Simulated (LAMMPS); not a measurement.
An MD run on Ni3Al (L1_2), 864 atoms, at 1480 K and 0 GPa, heated as the crystal.

Level of theory: classical MD, pair style meam, file MoCoNiVFeAlCr_2nn.meam (LAMMPS).

| r (Å) | g(r), Al-Ni | g(r), Ni-Ni |
|---|---|---|
| 1.980 | 0.000 | 0.000 |
| 2.020 | 0.000 | 0.003 |
| 2.060 | 0.002 | 0.008 |
| 2.100 | 0.002 | 0.043 |
| 2.140 | 0.032 | 0.109 |
| 2.180 | 0.106 | 0.296 |
| 2.220 | 0.343 | 0.476 |
| 2.260 | 0.744 | 0.875 |
| 2.300 | 1.30 | 1.32 |
| 2.340 | 2.23 | 1.90 |
| 2.380 | 3.14 | 2.37 |
| 2.420 | 4.25 | 2.90 |
| 2.460 | 5.05 | 3.25 |
| 2.500 | 5.67 | 3.40 |
| 2.540 | 5.92 | 3.36 |
| 2.580 | 5.76 | 3.08 |
| 2.620 | 5.25 | 3.01 |
| 2.660 | 4.48 | 2.59 |
| 2.700 | 3.69 | 2.20 |
| 2.740 | 2.98 | 1.86 |
| 2.780 | 2.24 | 1.44 |
| 2.820 | 1.58 | 1.12 |
| 2.860 | 1.10 | 0.875 |
| 2.900 | 0.800 | 0.670 |
| 2.940 | 0.498 | 0.472 |
| 2.980 | 0.329 | 0.389 |
| 3.020 | 0.191 | 0.275 |
| 3.060 | 0.125 | 0.186 |
| 3.100 | 0.066 | 0.187 |
| 3.140 | 0.037 | 0.167 |
| 3.180 | 0.024 | 0.194 |
| 3.220 | 0.012 | 0.219 |
| 3.260 | 0.006 | 0.275 |
| 3.300 | 0.002 | 0.341 |
| 3.340 | 0.002 | 0.450 |
| 3.380 | 0.001 | 0.586 |
| 3.420 | 0.000 | 0.703 |
| 3.460 | 0.001 | 0.795 |
| 3.500 | 0.000 | 0.896 |
| 3.540 | 0.001 | 0.957 |
| 3.580 | 0.001 | 1.04 |
| 3.620 | 0.005 | 1.06 |
| 3.660 | 0.002 | 1.05 |
| 3.700 | 0.005 | 1.01 |
| 3.740 | 0.006 | 0.928 |
| 3.780 | 0.019 | 0.843 |
| 3.820 | 0.035 | 0.733 |
| 3.860 | 0.050 | 0.630 |
| 3.900 | 0.075 | 0.517 |
| 3.940 | 0.145 | 0.462 |
| 3.980 | 0.204 | 0.429 |
| 4.020 | 0.293 | 0.445 |
| 4.060 | 0.456 | 0.476 |
| 4.100 | 0.689 | 0.550 |
| 4.140 | 0.906 | 0.706 |
| 4.180 | 1.21 | 0.915 |
| 4.220 | 1.59 | 1.12 |
| 4.260 | 2.02 | 1.33 |
| 4.300 | 2.34 | 1.57 |
| 4.340 | 2.61 | 1.76 |
| 4.380 | 2.89 | 1.89 |
| 4.420 | 3.03 | 1.99 |
| 4.460 | 3.05 | 1.97 |
| 4.500 | 2.97 | 1.94 |
| 4.540 | 2.67 | 1.79 |
| 4.580 | 2.51 | 1.66 |
| 4.620 | 2.11 | 1.44 |
| 4.660 | 1.75 | 1.27 |
| 4.700 | 1.42 | 1.08 |
| 4.740 | 1.12 | 0.900 |
| 4.780 | 0.797 | 0.791 |
| 4.820 | 0.593 | 0.769 |
| 4.860 | 0.417 | 0.751 |
| 4.900 | 0.262 | 0.814 |
| 4.940 | 0.184 | 0.877 |
| 4.980 | 0.129 | 0.944 |
| 5.020 | 0.068 | 1.02 |
| 5.060 | 0.047 | 1.07 |
| 5.100 | 0.037 | 1.12 |
| 5.140 | 0.035 | 1.13 |
| 5.180 | 0.045 | 1.15 |
| 5.220 | 0.065 | 1.07 |
| 5.260 | 0.098 | 1.02 |
| 5.300 | 0.139 | 0.926 |
| 5.340 | 0.221 | 0.895 |
| 5.380 | 0.328 | 0.852 |
| 5.420 | 0.509 | 0.853 |
| 5.460 | 0.664 | 0.827 |
| 5.500 | 0.814 | 0.846 |
| 5.540 | 1.02 | 0.893 |
| 5.580 | 1.24 | 0.968 |
| 5.620 | 1.50 | 1.03 |
| 5.660 | 1.66 | 1.07 |
| 5.700 | 1.76 | 1.09 |
| 5.740 | 1.86 | 1.13 |
| 5.780 | 1.78 | 1.12 |
| 5.820 | 1.75 | 1.09 |
| 5.860 | 1.60 | 1.03 |
| 5.900 | 1.40 | 0.949 |
| 5.940 | 1.20 | 0.891 |
| 5.980 | 0.974 | 0.806 |
| 6.020 | 0.771 | 0.743 |
| 6.060 | 0.565 | 0.682 |

The data show:
- state found: crystal; no diffusion seen in 30 ps
- first peak of g(r), Al-Ni: 2.55 Å, height 5.9
- coordination number of Al by Ni: 12.0 (counted to 3.46 Å)
- coordination number of Ni by Al: 4.00 (counted to 3.46 Å)
- first peak of g(r), Ni-Ni: 2.51 Å, height 3.4
